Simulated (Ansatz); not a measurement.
NaCl: pressure 0.3 GPa

Take NaCl in the rock salt structure (space group Fm-3m, No. 225; a = 5.696 Å) as the base.

Modification: cell and atoms relaxed at a pressure of 0.3 GPa.

Calculations: PBE (Ansatz, an electronic-structure program), no spin-orbit coupling. Settings: 10×10×10 k-points, 0.05 eV Fermi–Dirac smearing.

Lattice parameter a: 5.672 Å (base 5.696 Å)
Shortest interatomic distance: 2.836 Å (base 2.848 Å)
Enthalpy H = E + PV relative to the base's energy: +0.04 eV/atom
Band gap: 5.04 eV (base 5.00 eV)
Gap character: direct at Γ (base direct at Γ)
Width of the top valence band: 0.73 eV (base 0.71 eV)
Electron mass: 0.40 mₑ (at Γ) (base 0.40 mₑ (at Γ))

Final structure:

```
NaCl
1.0
    0.00000     2.83614     2.83614
    2.83614     0.00000     2.83614
    2.83614     2.83614     0.00000
Na Cl
1 1
Direct
  0.00000   0.00000   0.00000
  0.50000   0.50000   0.50000
```

Cost of the whole job for the changed cell (relaxation, final SCF and bands): roughly 14 core-seconds.

Load acts through the strain it causes; cell and atoms are relaxed under it. Effective masses come from finite differences of ±0.01 Å⁻¹. Stability against distortions was not tested.
